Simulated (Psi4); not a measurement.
Psi4 1.11, HF/def2-svp: Mo(NMe)(S)(OH)(OSiH3) (C[N]=[Mo]([OH])(=[S])[O][SiH3]), 14 atoms. The geometry is a generated start, not checked to be a minimum at this level.

| Quantity | Result |
|---|---|
| task | energy |
| method | scf |
| basis | def2-svp |
| memory | 3 GB |
| maxiter | 100 |
| keys of the molecule block | symmetry c1 |
| scf_type | df (default) |
| e_convergence | 1e-06 (default) |
| d_convergence | 1e-06 (default) |
| effective core potentials | those of the basis set, past Kr |
| basis functions | 158 |

```xyz
14

Mo    -0.6110     0.7747     0.4756
N     -1.1122    -0.6626    -0.3509
C     -1.6318    -1.8809    -0.8347
H     -2.1973    -1.7295    -1.7624
H     -0.8240    -2.5943    -1.0343
H     -2.3057    -2.3200    -0.0845
S     -0.8935     0.3962     2.5824
O     -1.6483     2.1725     0.1181
H     -2.3726     2.7707    -0.0895
O      1.1945     0.8461     0.2904
Si     2.7889     0.6008     0.1956
H      3.3902     1.1787     1.4059
H      3.2457     1.3052    -1.0161
H      2.9771    -0.8576     0.1043
```

Charge 0 and multiplicity 1 are set for this test and not shown to be the ground state.

With the defaults (damping_percentage = 0, diis = true, scf_initial_accelerator = adiis, guess = auto, which took SAD, soscf = false, diis_start = 1, diis_max_vecs = 10) it converges in 14 SCF iterations. One run each on 2 threads, with these changes:
- guess = modhuckel
- damping_percentage = 60, diis = false, scf_initial_accelerator = none
- soscf = true
- diis_start = 4
- damping_percentage = 60
- guess = gwh
- diis_max_vecs = 20
- guess = sapgau
- guess = huckel

Task: Name the settings that don't reach the solution of the defaults.

Result: No convergence: damping_percentage = 60; damping_percentage = 60, diis = false, scf_initial_accelerator = none (the run ends without SCF convergence in 100 iterations). The rest reach the solution of the defaults.

```json
[
 {"setting": "soscf = true", "SCF iterations": "8", "JK calls": "29", "end": "same solution"},
 {"setting": "the defaults", "SCF iterations": "14", "JK calls": "15", "end": "same solution"},
 {"setting": "diis_max_vecs = 20", "SCF iterations": "14", "JK calls": "15", "end": "same solution"},
 {"setting": "guess = modhuckel", "SCF iterations": "15", "JK calls": "61", "end": "same solution"},
 {"setting": "guess = huckel", "SCF iterations": "15", "JK calls": "61", "end": "same solution"},
 {"setting": "diis_start = 4", "SCF iterations": "17", "JK calls": "18", "end": "same solution"},
 {"setting": "guess = sapgau", "SCF iterations": "18", "JK calls": "18", "end": "same solution"},
 {"setting": "guess = gwh", "SCF iterations": "19", "JK calls": "19", "end": "same solution"},
 {"setting": "damping_percentage = 60", "SCF iterations": "100", "JK calls": "101", "end": "no convergence"},
 {"setting": "damping_percentage = 60, diis = false, scf_initial_accelerator = none", "SCF iterations": "100", "JK calls": "101", "end": "no convergence"}
]
```

An SOSCF iteration holds several JK calls; a Hückel guess adds calls on atoms.
